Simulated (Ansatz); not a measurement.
# Quick settings and what they miss: La5Mg (P-62m, 6 atoms in the cell)

Self-consistent single point.

```yaml
crystal:
  lattice:
    - [6.54283, 0.00000, 0.00000]
    - [-3.27141, 5.66626, 0.00000]
    - [0.00000, 0.00000, 5.92720]
  atoms:
    - { symbol: La, position: [0.33333, 0.66667, 0.50000] }
    - { symbol: La, position: [0.66667, 0.33333, 0.50000] }
    - { symbol: La, position: [0.00000, 0.68848, 0.00000] }
    - { symbol: La, position: [0.68848, 0.00000, 0.00000] }
    - { symbol: La, position: [0.31152, 0.31152, 0.00000] }
    - { symbol: Mg, position: [0.00000, 0.00000, 0.50000] }
```

Method of the run: PBEsol, PAW files made with PBE (plane waves; Ansatz, a first-principles code).

Base settings: basis.ecutwfc = 420 eV; kpoints.mp_grid.grid = 6 6 6; hamiltonian.xc = pbesol; hamiltonian.pseudopotentials = {kind: paw} (the program's default PAW files); scf.occupations.method = gaussian; scf.occupations.width = 0.05 eV.

Tight run (finer mesh or higher cutoff; not a proven limit): basis.ecutwfc: 420 eV → 590 eV; kpoints.mp_grid.grid: 6 6 6 → 9 9 9; scf.convergence.dr2_threshold: default (1e-07 eV) → 1e-09 eV. It gave Fermi level (on the code's own zero) 9.58 eV; pressure -3.12 GPa; largest force (vector length) 0.087 eV/Å.

Quick runs, as changes from the base:
- A: the base itself
- B: basis.ecutwfc: 420 eV → 295 eV; kpoints.mp_grid.grid: 6 6 6 → 8 8 8; scf.occupations.method: gaussian → methfessel_paxton; scf.occupations.width: 0.05 eV → 0.136 eV; scf.convergence.dr2_threshold: default (1e-07 eV) → 0.001 eV
- C: basis.ecutwfc: 420 eV → 210 eV; kpoints.mp_grid.grid: 6 6 6 → 4 4 4; hamiltonian.xc: pbesol → lda; scf.occupations.method: gaussian → methfessel_paxton; scf.occupations.width: 0.05 eV → 0.272 eV; scf.convergence.dr2_threshold: default (1e-07 eV) → 0.0001 eV [LDA (PW92)]

Energies are extrapolated to zero smearing width, which holds to low order in the width alone.

Dashes: energy of C, another energy zero.

† marks runs with another functional, U, potentials or spin treatment: their distance from the tight run is not a convergence error alone.

The count of work is k-points × plane waves × bands × iterations; it is no time. 

Pressures in the table are Ansatz's without its Pulay estimate, at a fixed set of plane waves; the tight run's value above holds the estimate.

The starting cell comes from a database of computed structures (which also holds hypothetical and non-ambient phases and stackings), without a prior relaxation at this level. Its lattice was rescaled by a random factor within 2.5 % of one. In the base run, with a pressure of about -3 GPa the cell is away from its equilibrium volume at this level.

| run | energy less tight (meV/atom) | pressure less tight (GPa) | largest miss in a force vector (eV/Å) | count of work / tight |
|---|---|---|---|---|
| A | -0.8 | 0.03 | 0.002 | 0.22 |
| B | 39.2 | -1.40 | 0.009 | 0.17 |
| C† | – | -15.49 | 0.079 | 0.025 |

Among the runs at the tight run's level, the energy misses run from 0.8 to 39.2 meV/atom.

Left out of this page: 2 runs of the series with a known weakness of the program; 1 run of the series unsound by tests on forces, stress, charge or solver warnings.

Keys are those of Ansatz 0.2.
